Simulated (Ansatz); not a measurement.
Start from MoSi₂ (space group I4/mmm, No. 139; a = 3.2168 Å, c = 7.8746 Å; relaxed with 0.1 eV smearing).

Level of theory: PBE in Ansatz (plane waves to 420 eV, PAW, no SOC).

Strains are applied to the cell and any free atomic positions relax.

One change was made to it. Results:

The energy rises by 53 meV/atom; the pressure (mean of the normal stresses, compression positive) goes from zero to 18.4 GPa; the band gap remains zero.

Problem. Name the change that was made.
A. isotropic strain −2.00 %
B. isotropic strain −2.50 %
C. isotropic strain +2.00 %

Solution. B, isotropic strain −2.50 %. For comparison, the energy relative to the base in the other runs: isotropic strain −2.00 % gives +34 meV/atom; isotropic strain +2.00 % gives +29 meV/atom.

No phonon test of stability was made. The final runs are not spin-polarised.

Ansatz is a first-principles code.
